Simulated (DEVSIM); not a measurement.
Structure: Schottky contact on n-type GaN, at 250 K.

Layer 1 from the left is GaN, thickness (μm) 0.990, Nd (cm⁻³) 7e16, τn (s) 3.2e-8, τp (s) 3.2e-8. Layer 2 from the left is GaN, thickness (μm) 2.40, Nd (cm⁻³) 6.8e17, τn (s) 3.2e-8, τp (s) 3.2e-8.

Left contact: Schottky, work function 5.53 eV, emission velocity 4.8e6 cm/s. Right contact: ohmic. Voltage is applied to the left contact. Recombination: SRH at mid-gap, radiative. Mobility is μmin + (μ − μmin)/(1 + (N/Nref)^α).

Constants are typed, rounded textbook-type inputs, not results; the design itself was drawn at random and stands for no fabricated device. Values at 300 K; Nc and Nv go as T^1.5, mobilities as T to minus their exponent, the gap by Varshni's rule with the affinity fixed.

GaN: gap (eV) 3.43, affinity (eV) 4.1, permittivity 9.5, Nc (cm⁻³) 2.3e18, Nv (cm⁻³) 4.6e19, μn (cm²/Vs) 1200, μp (cm²/Vs) 100, μn,min 55, μp,min 3, Nref,n 2e17, Nref,p 3e17, αn 1, αp 2, T exponent of μn 1.5, T exponent of μp 2, B (cm³/s) 1e-11, Varshni α (eV/K) 0.00091, Varshni β (K) 830.

DEVSIM, 1D drift-diffusion, Boltzmann statistics, complete ionisation; no tunnelling, impact ionisation, image-force lowering or self-heating. Metal contacts follow the ideal Schottky-Mott rule: no Fermi-level pinning, no interface dipoles.

What does the simulation give for the potential step across the device at zero bias, the dark forward voltage at 100 A/cm², the dark forward voltage at 1 A/cm²?

potential step across the device at zero bias 1.410 V; dark forward voltage at 100 A/cm² 1.229 V; dark forward voltage at 1 A/cm² 1.127 V.
